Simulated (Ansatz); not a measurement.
```xyz
71
Lattice="6.9249 0.0001 -0.0787 0.0001 6.9254 0.0123 -2.1041 0.9636 22.9121" Properties=species:S:1:pos:R:3 pbc="T T T"
C      4.8034     2.8194     3.1744
C      2.0804     4.2626     3.3372
C      3.4071     6.9952     3.1943
C      0.6120     1.3725     3.3548
C      6.2019     5.5628     3.1614
C      4.2631     4.8111     1.0273
C      1.3095     6.2858     1.0783
C      1.9982     2.4871     1.2785
C      0.6572     3.1462     1.3056
C      5.3012     0.8410     1.0205
C      4.8710     2.7925     7.6005
C      2.0848     4.1786     7.6502
C      3.4715     6.9753     7.6458
C      0.6827     1.4483     7.6493
C      6.2438     5.5811     7.5731
C      4.1483     4.9036     5.4294
C      1.3753     6.2789     5.4938
C      2.7633     2.1194     5.4332
C     -0.0274     3.5115     5.4550
C      5.5062     0.7180     5.3968
C      4.7995     2.6341    12.0058
C      2.5004     4.9100    11.7891
C      3.1624     6.2482    11.7936
C      0.8433     1.5736    12.0515
C     -0.6309     5.5760    12.0607
C      4.2463     4.8380     9.7218
C      1.3607     6.3174     9.7630
C      2.8016     2.1117     9.8696
C      0.0569     3.5104     9.9109
C      5.5518     0.7204     9.8402
Si     5.5024     4.2058     4.2825
Si     2.7555     5.6339     4.3752
Si     4.1285     1.4273     4.2923
Si     1.3584     2.8166     4.3683
Si    -0.0416     6.9200     4.4108
Si     6.2059     2.0596     2.1114
Si     3.3799     3.5740     2.1339
Si     4.7960     6.2878     2.0516
Si     1.9258     0.7447     2.1501
Si     0.7329     4.8950     2.1703
Si     5.6097     4.1755     8.6664
Si     2.7892     5.5774     8.7207
Si     4.1787     1.4292     8.7384
Si     1.4014     2.8019     8.7749
Si    -0.0257     6.9821     8.7379
Si     6.2226     2.1148     6.4701
Si     3.4670     3.5033     6.5284
Si     4.8379     6.2744     6.5231
Si     2.0697     0.7455     6.5548
Si     0.6938     4.8837     6.5620
Si    -0.6488     2.1130    11.0495
Si     3.5704     3.5215    10.9087
Si     4.8936     6.1689    10.8988
Si     2.0670     0.6985    10.9354
Si     0.7363     4.9838    10.9491
Pb    -0.9934     5.9453    16.9558
Pb     2.6042     5.2259    16.4236
Pb    -0.4073     2.5902    16.3807
Pb     2.7983     1.7781    16.6506
Pb     4.1113     7.8705    13.5874
Pb     0.3485     6.9399    13.7385
Pb     5.2313     4.2562    13.6361
Pb     1.6328     3.2585    13.5694
Pb     0.5823     6.3299    22.3256
Pb     3.7746     4.9341    22.3674
Pb    -2.1728     1.3166    22.3435
Pb     1.5418     2.5998    22.3869
Pb     3.7526     6.7668    19.3938
Pb     0.5713     7.8136    19.2755
Pb     4.4853     3.5213    18.9140
Pb     1.0808     4.3279    19.1697
```

The first 55 atoms are the substrate (SiC-3C), the rest the film (Pb).

Computed with PBE (plane waves to 420 eV, PAW; Ansatz, a quantum-chemistry and plane-wave program). Spin–orbit coupling is left out; the runs are not spin-polarised. Its k-point mesh 4×4×1, Fermi–Dirac width 0.05 eV.

Describe the bonding at the interfaces and give the barriers.

A periodic stack without vacuum, fcc Pb (0 0 1) on 3C silicon carbide (0 0 1) (film strained to the substrate, started from cuts of the bulks and a machine-learned relaxation; slabs C30Si25 and Pb16, which can lie off the formulas): substrate slab C30Si25, film Pb16, surface cells [[-3, -1], [-1, -2]] and [[2, 0], [2, 2]], film strained by -2.8 and -2.8 %, outermost planes C/C and Pb/Pb as cut, which need not be the usual terminations and can put a slab off its formula.
- interface area: 48.0 Å²
- period: 22.88 Å
- heights between the nearest atoms of the two slabs at the two interfaces: 1.52 and 1.55 Å
- C–Pb contacts across the interfaces within 1.22 times the sum of covalent radii: 16, mean 2.42 Å
- hole barrier (PBE): 0.42 eV
- electron barrier (PBE): 0.95 eV
